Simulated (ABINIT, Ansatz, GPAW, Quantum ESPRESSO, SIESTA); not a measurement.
**One structure in several programs: Cr (Im-3m, 1 atom in the cell)**

Self-consistent single point, at a second geometry (lattice scaled by 0.98). First geometry:

```
CELL_PARAMETERS angstrom
     -1.45440     1.45440     1.45440
      1.45440    -1.45440     1.45440
      1.45440     1.45440    -1.45440
ATOMIC_POSITIONS crystal
  Cr 0.00000 0.00000 0.00000
```
Moments meant for the start (each program seeds them in its own way; μB, in the order of the atoms Cr): 3.0.

Shared settings, as Ansatz (an electronic-structure program) writes them: kpoints.mp_grid.grid = 16 16 16; scf.occupations.method = gaussian; scf.occupations.width = 0.2 eV. Potentials and cutoffs stand in the table.

```
code                                                                                                                                model  ΔF from the first geometry (meV/atom)  pressure (GPa)       cutoff
----------------  -----------------------------------------------------------------------------------------------------------------------  -------------------------------------  --------------  -----------
Quantum ESPRESSO                                                                           PBE, GBRV 1.5 ultrasoft (PBE) pseudopotentials                                  -35.8           -0.85        50 Ry
GPAW                                                                                         PBE, GPAW PAW datasets PBE (gpaw-data 1.0.1)                                  -38.1           -1.68       850 eV
ABINIT                                                                                                        PBE, PAW (JTH v2.0 PBE PAW)                                  -38.1           -2.04        30 Ha
SIESTA            GGA PBE, numerical atomic orbitals DZP, PseudoDojo PBE standard norm-conserving potentials (rewritten from UPF to PSML)                                  -49.8           -4.16  grid 300 Ry
Ansatz                                                                                                             PBE, default PAW files                                  -35.3           -0.73      default
```

On Ansatz's run: the starting moments vanished: the run ended non-magnetic, which need not be the lowest state. The program warned that a starting moment was not kept.

The spread over the programs that give each value: ΔF from the first geometry within 14.5 meV/atom; pressure within 3.43 GPa.

SIESTA uses small atom-centred bases, whose incompleteness enters pressures, forces and empty levels differently from a plane-wave cutoff. Ansatz's pressure is given at a fixed set of plane waves, as the other plane-wave codes print theirs; with its correction for the finite basis it is -0.64 GPa. In the pressure, SIESTA (by 2.89) lies more than 1 GPa from the median of the plane-wave programs.

The starting cell was generated: these elements placed on a structure prototype, without a prior relaxation; it need not be a known phase or ordering of this composition. Its lattice was rescaled by a random factor within 2.5 % of one. For this run, on top of that: lattice scaled by 0.98.

Left out of this page: Elk and FLEUR (not drawn, or without a comparable value).

Keys are those of Ansatz 0.2.
